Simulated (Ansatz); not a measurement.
# Response to strain and stress in WS2

Take WS2 in the 2H-MoS2 type structure (space group P6_3/mmc, No. 194; layered, stacked along the Cartesian z axis) as the base.

```yaml
crystal:
  lattice:
    - [3.11489, 0.00000, 0.00000]
    - [-1.55745, 2.69758, 0.00000]
    - [0.00000, 0.00000, 11.77332]
  atoms:
    - { symbol: W, position: [0.33333, 0.66667, 0.25000] }
    - { symbol: W, position: [0.66667, 0.33333, 0.75000] }
    - { symbol: S, position: [0.33333, 0.66667, 0.61646] }
    - { symbol: S, position: [0.66667, 0.33333, 0.11646] }
    - { symbol: S, position: [0.66667, 0.33333, 0.38354] }
    - { symbol: S, position: [0.33333, 0.66667, 0.88354] }
```

Cartesian axes are those of the cell as printed.

Strains are applied to the cell and any free atomic positions relax; under stress the whole cell relaxes.

Computed with PBEsol-D3(BJ) (Ansatz, a program for electronic structure), no SOC, earlier PAW set.

Candidates:
(a) uniaxial stress, 2 GPa compression along x
(b) tensor shear ε_xz = +0.73 %
(c) uniaxial strain ε_xx = +0.34 %
(d) uniaxial stress, 5 GPa compression along x
(e) isotropic strain +1.04 %

For the base:

```
Property               Value
-------------------  -------
Smallest direct gap  1.92 eV
```

Order them by smallest direct gap, highest first.

(d) uniaxial stress, 5 GPa compression along x (2.03 eV), (a) uniaxial stress, 2 GPa compression along x (1.97 eV), (b) tensor shear ε_xz = +0.73 % (1.92 eV), (c) uniaxial strain ε_xx = +0.34 % (1.90 eV), (e) isotropic strain +1.04 % (1.79 eV)

With W present, leaving out spin-orbit coupling can change the band edges. Stability under load was not tested beyond the relaxation.
